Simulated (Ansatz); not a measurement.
Results of r²SCAN-D4 (plane waves, PAW; Ansatz, a quantum-chemistry and plane-wave program) for CeSi (Pnma, No. 62).

Settings: plane-wave cutoff 500 eV, 6×10×8 k mesh (along the axes of the cell as run), Fermi–Dirac smearing 0.05 eV, spin-polarised start, scalar-relativistic PAW data made under PBE.

Computed at the level's own relaxed cell.

Question: Predict the equilibrium volume per atom.

Answer: 
* **equilibrium volume per atom**: 24.16 Å³/atom

Note: the magnetic order was assumed, not searched for or taken from measurement; the 4f shell is treated without U or exact exchange, so its levels and filling can be wrong.

Spin–orbit coupling is not included.

The computed numbers hold no vibrational or temperature effects.
